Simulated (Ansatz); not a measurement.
Ansatz (a quantum-chemistry and plane-wave program) run on K2Pd (P4mm, 3 atoms in the cell): self-consistent single point.

Method of the run: PBEsol, harder PAW files (source: ansatz) made with PBE (plane waves; Ansatz).

```xyz
3
Lattice="5.6841 0.0000 0.0000 0.0000 5.6841 0.0000 0.0000 0.0000 3.6763" Properties=species:S:1:pos:R:3 pbc="T T T"
K      0.0000     2.8420     1.8382
K      2.8420     0.0000     1.8382
Pd     0.0000     0.0000     0.0500
```

Reference input (self-consistent single point, DFT, PBEsol, plane waves, default PAW files made with PBE): basis.ecutwfc = 420 eV; kpoints.mp_grid.grid = 6 6 9; hamiltonian.xc = pbesol; hamiltonian.pseudopotentials = {kind: paw} (the program's default PAW files); scf.occupations.method = fermi_dirac; scf.occupations.width = 0.1 eV. This run's input differs from it in these lines:

Ansatz 0.2 input:
```diff
@@ -11,3 +11,3 @@
 basis:
-  ecutwfc: 420.0
+  ecutwfc: 270.0
 kpoints:
@@ -16,3 +16,3 @@
   xc: pbesol
-  pseudopotentials: { kind: paw }
+  pseudopotentials: { kind: paw, source: ansatz }
 scf:
```

Output (repeated stretches shortened):

```
SCF iter   1: F=—  HF=-9954.824605 eV  |F-HF|=—  |Δ(HF+E_count)|=         —  Δρ=3.98e-1  dr2=4.17e2  ethr=3.10e-3  ⟨swp⟩=5.8  Hψ=5092  notcnv=0
all-band conjugate gradients solve this SCF's bands
preconditioner: auto → LDOS
SCF iter   2: F=—  HF=-9950.617867 eV  |F-HF|=—  |Δ(HF+E_count)|=    4.21e0  Δρ=2.93e-1  dr2=9.41e1  ethr=3.10e-3  ⟨swp⟩=3.3  Hψ=4654  notcnv=0
   [... lines left out ...]
SCF iter  11: F=—  HF=-9920.596005 eV  |F-HF|=—  |Δ(HF+E_count)|=   3.06e-5  Δρ=4.24e-5  dr2=1.78e-6  ethr=6.17e-7  ⟨swp⟩=2.0  Hψ=1340  notcnv=0
SCF iter  12: F=—  HF=-9920.596222 eV  |F-HF|=—  |Δ(HF+E_count)|=   2.17e-4  Δρ=3.72e-5  dr2=3.15e-6  ethr=4.96e-9  ⟨swp⟩=2.0  Hψ=1675  notcnv=0
SCF iter  13: F=—  HF=-9920.596222 eV  |F-HF|=—  |Δ(HF+E_count)|=   4.36e-7  Δρ=9.31e-6  dr2=1.97e-7  ethr=4.96e-9  ⟨swp⟩=2.0  Hψ=1350  notcnv=0
SCF iter  14: F=-9920.596222 eV  HF=-9920.596222 eV  |F-HF|=5.01e-9  |Δ(HF+E_count)|=   2.72e-8  Δρ=1.65e-6  dr2=5.77e-9  ethr=2.78e-10  ⟨swp⟩=6.0  Hψ=3917  notcnv=0
SCF 1 converged in 14 iterations: F = -9920.596222 eV  dr2 = 5.77e-9
Free energy (F): -9920.596222 eV
Internal energy: -9920.545913 eV  (E = F + TS)
E sigma→0 (E₀):  -9920.571067 eV
Entropy (-TS):   -0.050309 eV (-16.770 meV/atom)
Fermi energy:    4.677515 eV
--- Forces (eV/Å), atoms counted from 1 ---
  atom   1  K     -0.00000000     0.00000000     0.02730032
  atom   2  K      0.00000000     0.00000000     0.02730032
  atom   3  Pd     0.00000000     0.00000000    -0.05454959
--- Stress (GPa, compression-positive) ---
       -0.984090       0.000000       0.000000
        0.000000      -0.984090       0.000000
        0.000000       0.000000      -2.001373
  P = ⅓ Tr σ = -1.3232 GPa (-13.232 kbar)
  The stress holds the Pulay correction. Without it, at fixed plane waves, as pw.x and ABINIT print it: P = -100.5498 GPa
```

The run converged in 14 iterations. Against the reference run the pressure goes from -0.99 to -1.32 GPa and the largest force goes from 0.040 to 0.055 eV/Å.

The starting cell comes from a database of computed structures (which also holds hypothetical and non-ambient phases and stackings), without a prior relaxation at this level. Its lattice was rescaled by up to half a per cent. One atom was moved a little off its site on purpose. Spin polarisation is off. Ansatz's pressure includes its estimate of the finite-basis (Pulay) stress. Without the estimate this run gives -100.55 GPa. The cutoff lies below the one recommended for these files.
